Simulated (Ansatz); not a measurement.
Take MgB2 (space group P6/mmm, No. 191; a = 3.0640 Å, c = 3.4977 Å; relaxed with 0.1 eV smearing) as the base. Axes: x lies along a and z along c of the hexagonal cell.

The values are results of PBEsol (Ansatz, a first-principles code, PAW, without spin-orbit coupling), not measurements.

Base values:

Shortest interatomic distance: 3.343 bohr

One thing is altered: uniaxial strain ε_xx = −2.50 %, all other strain components held at zero; the atoms relax in the strained cell.

Predict the new stress.

The stress (xx, yy, zz, yz, xz, xy; compression positive) amounts to (11.2, 2.0, 1.1, 0.0, 0.0, 0.0) GPa.

Predict the new shortest interatomic distance.

The shortest interatomic distance decreases by 0.046 bohr (3.343 bohr → 3.297 bohr).

How does this affect the energy relative to the base?

The energy goes up by 8.2 meV/atom.

Whether these cells are dynamically stable was not tested. The final runs are not spin-polarised.
